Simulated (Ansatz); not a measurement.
## Convergence study of the plane-wave cutoff for Pd (Fm-3m, 1 atom in the cell)

```yaml
crystal:
  lattice:
    - [0.00000, 1.95084, 1.95084]
    - [1.95084, 0.00000, 1.95084]
    - [1.95084, 1.95084, 0.00000]
  atoms:
    - { symbol: Pd, position: [0.00000, 0.00000, 0.00000] }
```

Level of theory: PBE (plane waves, PAW; Ansatz, a program for electronic structure).

Base settings: basis.ecutwfc = 30.9 Ry; kpoints.mp_grid.grid = 14 14 14; hamiltonian.xc = pbe; hamiltonian.pseudopotentials = {kind: paw} (the program's default PAW files); scf.occupations.method = fermi_dirac; scf.occupations.width = 0.0073 Ry.

The second cell is the first with its lattice scaled by 0.98.

The mesh stays at the base's, so the ladder's end is converged at best in this setting alone.

The first pressure column holds Ansatz's estimate of the finite-basis (Pulay) stress, which hides part of the cutoff error; the other is without it.

Only quantities that move along the ladder and can be compared are tabulated.

The count of work is k-points × plane waves × bands × iterations; it is no time. 

The starting cell has typed, rounded lattice constants, without a prior relaxation at this level. Its lattice was rescaled by up to half a per cent. Spin polarisation is off. In the base run, with a pressure of about 6 GPa the cell is away from its equilibrium volume at this level.

| basis.ecutwfc | free energy less the last step's (meV/atom) | energy of the compressed cell less the first (meV/atom) | pressure (GPa) | pressure without the Pulay estimate (GPa) | count of work / last |
|---|---|---|---|---|---|
| 10.7 Ry | 66733.14 | -1386.80 | -166.13 | -2227.09 | 0.065 |
| 12.5 Ry | 31552.83 | -646.15 | -87.46 | -1256.27 | 0.071 |
| 14 Ry | 16669.65 | -266.19 | -16.71 | -757.60 | 0.097 |
| 15.4 Ry | 8711.75 | 120.43 | 15.07 | -448.00 | 0.12 |
| 16.9 Ry | 4051.24 | 179.82 | 27.86 | -239.17 | 0.11 |
| 18.4 Ry | 1760.28 | 119.96 | 9.96 | -119.57 | 0.13 |
| 21.7 Ry | 236.82 | 68.26 | 5.92 | -18.48 | 0.16 |
| 24.6 Ry | 29.96 | 69.23 | 6.03 | 2.10 | 0.17 |
| 27.9 Ry | 4.22 | 70.60 | 6.29 | 6.08 | 0.24 |
| 30.9 Ry | 3.13 | 70.53 | 6.28 | 6.21 | 0.27 |
| 33.8 Ry | 1.87 | 70.45 | 6.27 | 6.16 | 0.31 |
| 37.1 Ry | 0.80 | 70.32 | 6.25 | 6.21 | 0.36 |
| 41.5 Ry | 0.48 | 70.25 | 6.24 | 6.24 | 0.43 |
| 46.3 Ry | 0.34 | 70.21 | 6.24 | 6.23 | 0.50 |
| 54 Ry | 0.15 | 70.17 | 6.23 | 6.23 | 0.60 |
| 61.7 Ry | 0.07 | 70.16 | 6.23 | 6.23 | 0.81 |
| 74.2 Ry | 0.00 | 70.16 | 6.23 | 6.23 | 1.0 |

Coarsest basis.ecutwfc that holds the pressure without the Pulay estimate within 0.1 GPa of the last step, with all finer ones: 30.9 Ry, at 0.27 of the last step's count of work; the step before is off by 0.15 GPa.

Coarsest basis.ecutwfc that holds the free energy within 1 meV/atom of the last step, with all finer ones: 37.1 Ry, at 0.36 of the last step's count of work; the step before is off by 1.9 meV/atom.

Coarsest basis.ecutwfc that holds the energy of the compressed cell less the first within 0.5 meV/atom of the last step, with all finer ones: 27.9 Ry, at 0.24 of the last step's count of work; the step before is off by 0.92 meV/atom.

The energy difference between the two cells stays within 1 meV/atom of the last step's from 24.6 Ry on, the total only from 37.1 Ry on: much of the error is common to both cells and cancels.

At the lowest cutoff the pressure without the Pulay estimate lies 2230 GPa under the last step's, the usual sign of Pulay stress in an incomplete plane-wave basis.

Keys are those of Ansatz 0.2.
